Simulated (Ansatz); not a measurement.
## Au: element substitutions

Consider Au in the fcc (Cu type) structure (space group Fm-3m, No. 225; a = 4.083 Å).

Each row replaces one element on all its sites; cell and atoms are relaxed.

Level of theory: PBEsol in Ansatz (plane waves to 420 eV, PAW, without spin-orbit coupling).

Candidates:
(a) Au → As
(b) Au → Cu
(c) Au → Pt

For the base:

The volume per atom comes out as 17.02 Å³.

### Question
Order them by volume per atom, highest first.

### Answer
(a) Au → As (18.42 Å³), (c) Au → Pt (15.04 Å³), (b) Au → Cu (11.32 Å³)

Stability against distortions was not tested. As relaxed here, As is a hypothetical phase, not in the database extracts checked. All final runs are without spin polarisation.

Ansatz is a program for electronic structure.
